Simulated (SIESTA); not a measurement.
A self-consistent single point of RbReO3 (Pm-3m, 5 atoms in the cell) with SIESTA.

Computed with GGA PBEsol, numerical atomic orbitals DZP, PseudoDojo PBEsol standard norm-conserving potentials (rewritten from UPF to PSML) (SIESTA).

The change in words: lattice scaled by 0.98. Reference geometry:
```yaml
crystal:
  lattice:
    - [4.06733, 0.00000, 0.00000]
    - [0.00000, 4.06733, 0.00000]
    - [0.00000, 0.00000, 4.06733]
  atoms:
    - { symbol: Rb, position: [0.00000, 0.00000, 0.00000] }
    - { symbol: Re, position: [0.50000, 0.50000, 0.50000] }
    - { symbol: O, position: [0.50000, 0.50000, 0.00000] }
    - { symbol: O, position: [0.00000, 0.50000, 0.50000] }
    - { symbol: O, position: [0.50000, 0.00000, 0.50000] }
```

Reference input (self-consistent single point, DFT, GGA PBEsol, numerical atomic orbitals DZP, PseudoDojo PBEsol standard norm-conserving potentials (rewritten from UPF to PSML)): XC.functional = GGA; XC.authors = PBEsol; potentials = PseudoDojo PBEsol standard; PAO.BasisSize = DZP; PAO.EnergyShift = 0.005 Ry; MeshCutoff = 300 Ry; kgrid.MonkhorstPack = 8 8 8; OccupationFunction = FD; ElectronicTemperature = 1160.45 K; MaxSCFIterations = 150; SCF.Mixer.Method = Pulay; SCF.Mixer.Weight = 0.25. This run's input differs from it in these lines:

```diff
@@ -13,5 +13,5 @@
 %block LatticeVectors
-     4.067327000    0.000000000    0.000000000
-     0.000000000    4.067327000    0.000000000
-     0.000000000    0.000000000    4.067327000
+     3.985980000    0.000000000    0.000000000
+     0.000000000    3.985980000    0.000000000
+     0.000000000    0.000000000    3.985980000
 %endblock LatticeVectors
@@ -20,6 +20,6 @@
      0.000000000    0.000000000    0.000000000  1
-     3.843067045    3.843067045    3.843067045  2
-     3.843067045    3.843067045    0.000000000  3
-     0.000000000    3.843067045    3.843067045  3
-     3.843067045    0.000000000    3.843067045  3
+     3.766205269    3.766205269    3.766205269  2
+     3.766205269    3.766205269    0.000000000  3
+     0.000000000    3.766205269    3.766205269  3
+     3.766205269    0.000000000    3.766205269  3
 %endblock AtomicCoordinatesAndAtomicSpecies
```

Output (repeated stretches shortened):

```
        iscf     Eharris(eV)        E_KS(eV)     FreeEng(eV)     dDmax    Ef(eV) dHmax(eV)
   scf:    1    -4374.498286    -4424.635636    -4424.680599  1.635498 -2.972139 20.133743
   scf:    2    -4449.884337    -4441.600268    -4441.635413  0.343888 -4.829022  5.211853
   scf:    3    -4442.231742    -4442.271018    -4442.307008  0.103752 -5.403512  0.922797
   scf:    4    -4442.199100    -4442.299186    -4442.335805  0.087213 -5.454800  1.145278
   scf:    5    -4442.132437    -4442.291580    -4442.328854  0.051288 -5.682080  1.189723
   [... 2 lines left out ...]
   scf:    8    -4442.347063    -4442.346869    -4442.383813  0.002678 -5.547552  0.007519
   scf:    9    -4442.346870    -4442.346871    -4442.383816  0.000112 -5.548231  0.000128
   scf:   10    -4442.346870    -4442.346870    -4442.383816  0.000023 -5.548251  0.000323
   scf:   11    -4442.346870    -4442.346870    -4442.383816  0.000005 -5.548283  0.000041
SCF Convergence by DM+H criterion
max |DM_out - DM_in|         :     0.0000046478
max |H_out - H_in|      (eV) :     0.0000414810
SCF cycle converged after 11 iterations

Using DM_out to compute the final energy and forces

siesta: E_KS(eV) =            -4442.3469

siesta: E_KS - E_eggbox =     -4442.3469

siesta: Atomic forces (eV/Ang):
     1   -0.000000   -0.000000   -0.000000
     2    0.000000    0.000000    0.000000
     3    0.000000    0.000000    0.000000
     4    0.000000    0.000000    0.000000
     5    0.000000    0.000000    0.000000
   Tot    0.000000    0.000000    0.000000
   Max    0.000000
   Res    0.000000    sqrt( Sum f_i^2 / 3N )
   Max    0.000000    constrained

Stress tensor Voigt[x,y,z,yz,xz,xy] (kbar):       63.93       63.93       63.93       -0.00       -0.00       -0.00
   [... lines left out ...]
siesta: FreeEng =     -4442.383816
   [... lines left out ...]
siesta:     0.039905   -0.000000   -0.000000
siesta:    -0.000000    0.039905   -0.000000
siesta:    -0.000000   -0.000000    0.039905

siesta: Cell volume =         63.329396 Ang**3

siesta: Pressure (static):
siesta:                Solid            Molecule  Units
siesta:          -0.00043462         -0.00043462  Ry/Bohr**3
siesta:          -0.03990455         -0.03990455  eV/Ang**3
siesta:         -63.93413856        -63.93414054  kBar
```

The run converged in 11 iterations. Against the reference run the free energy goes down by 57.6 meV/atom and the pressure goes from -16.27 to -6.39 GPa.

The starting cell comes from a database of computed structures (which also holds hypothetical and non-ambient phases and stackings), without a prior relaxation at this level. Its lattice was rescaled by a random factor within 2.5 % of one. For this run, on top of that: lattice scaled by 0.98. Spin polarisation is off. Values carry the incompleteness of an atom-centred basis. With a pressure of about -6 GPa the cell is away from its equilibrium volume at this level.

Cost on one core of a shared machine: roughly 40 s.
